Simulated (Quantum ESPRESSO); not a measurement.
Input and output of a self-consistent single point for AlGaN₂ (P3m1, 4 atoms in the cell) (Quantum ESPRESSO).

Method: LDA (PZ), GBRV 1.5 ultrasoft (LDA) pseudopotentials (plane waves; Quantum ESPRESSO 7.5).

```
CELL_PARAMETERS angstrom
      3.12955     0.00000     0.00000
     -1.56478     2.71027     0.00000
      0.00000     0.00000     5.07141
ATOMIC_POSITIONS crystal
  Al 0.00000 0.00000 0.00912
  Ga 0.66667 0.33333 0.49717
  N  0.66667 0.33333 0.11180
  N  0.00000 0.00000 0.62816
```

Reference input (self-consistent single point, DFT, LDA (PZ), plane waves, GBRV 1.5 ultrasoft (LDA) pseudopotentials): ecutwfc = 50 Ry; ecutrho = 250 Ry; occupations = fixed; potentials = {Al: al_lda_v1.uspp.F.UPF, Ga: ga_lda_v1.4.uspp.F.UPF, N: n_lda_v1.2.uspp.F.UPF}; K_POINTS = automatic 7 7 3 0 0 0; nbnd = 24; conv_thr = 1e-10 Ry. This run's input differs from it in these lines:

```diff
@@ -19,3 +19,3 @@
 &electrons
- conv_thr = 1.0d-10
+ conv_thr = 7.3e-05
 /
```

Output, abridged:

```
     Self-consistent Calculation

     iteration #  1     ecut=    50.00 Ry     beta= 0.70

---- Real-time Memory Report at c_bands before calling an iterative solver
           107 MiB given to the printing process from OS
            36 MiB allocation reported by mallinfo(arena+hblkhd)
------------------

     total energy              =    -460.24274152 Ry
     estimated scf accuracy    <       3.48164543 Ry

     iteration #  2     ecut=    50.00 Ry     beta= 0.70

---- Real-time Memory Report at c_bands before calling an iterative solver
           142 MiB given to the printing process from OS
   [... lines left out ...]

---- Real-time Memory Report at c_bands before calling an iterative solver
           142 MiB given to the printing process from OS
            58 MiB allocation reported by mallinfo(arena+hblkhd)
------------------

     total energy              =    -462.23575888 Ry
     estimated scf accuracy    <       0.00062018 Ry

     iteration #  7     ecut=    50.00 Ry     beta= 0.70

---- Real-time Memory Report at c_bands before calling an iterative solver
           143 MiB given to the printing process from OS
            59 MiB allocation reported by mallinfo(arena+hblkhd)
------------------
     End of self-consistent calculation

     highest occupied, lowest unoccupied level (ev):     9.1237   12.0589

!    total energy              =    -462.23592136 Ry
     estimated scf accuracy    <       0.00001394 Ry

     convergence has been achieved in   7 iterations

     Forces acting on atoms (cartesian axes, Ry/au):

     atom    1 type  1   force =     0.00000000   -0.00000000   -0.04008932
     atom    2 type  2   force =     0.00000000   -0.00000000    0.02214466
     atom    3 type  3   force =     0.00000000   -0.00000000    0.01400990
     atom    4 type  3   force =     0.00000000    0.00000000    0.00393476

     Total force =     0.048055     Total SCF correction =     0.014662
     SCF correction compared to forces is large: reduce conv_thr to get better values

          total   stress  (Ry/bohr**3)                   (kbar)     P=       19.74
   0.00019682   0.00000000   0.00000000           28.95        0.00        0.00
   0.00000000   0.00019682   0.00000000            0.00       28.95        0.00
   0.00000000  -0.00000000   0.00000893            0.00       -0.00        1.31

   JOB DONE.
```

The run converged in 7 iterations. Against the reference run the free energy stays essentially unchanged (within 1 meV/atom), the pressure goes from -1.43 to 1.97 GPa, the largest force goes from 0.980 to 1.031 eV/Å and the gap on the mesh hardly changes (2.931 to 2.935 eV). The full log also holds: “SCF correction compared to forces is large: reduce conv_thr to get better values”.

The starting cell comes from a database of computed structures (which also holds hypothetical and non-ambient phases and stackings), without a prior relaxation at this level. Its lattice was rescaled by up to half a per cent. One atom was moved a little off its site on purpose. Forces in this geometry exceed 1 eV/Å.
